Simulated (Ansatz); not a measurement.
Structures of equal composition on the (111) surface of fcc Ir: a pseudomorphic layer of Rh in the host's stacking; a pseudomorphic layer of Rh in the other hollow. The slabs share one bottom face, and each structure is named by its start. These are constructed structures in small cells; real faces may alloy, dewet or reconstruct in larger ones, and not all known structures of the face are among them. Slabs of about 11 Å, Fermi-Dirac smearing of 0.1 eV. Bottom of the slabs: a bare face, its two planes held. Relaxed from the named starts with such symmetry as they have, on meshes of like density; energies extrapolated to zero smearing; spin only where a row says so; no spin-orbit coupling, no U. Brackets mark spin-polarised runs, whose order is one that fits the cell.

Method: PBE (plane waves to 420 eV, PAW; Ansatz, a quantum-chemistry and plane-wave program).

Question: Put the candidates in order of energy per 1x1 cell, lowest first, for PBE.

Answer: a pseudomorphic layer of Rh in the host's stacking (0.000 eV), a pseudomorphic layer of Rh in the other hollow (0.091 eV)
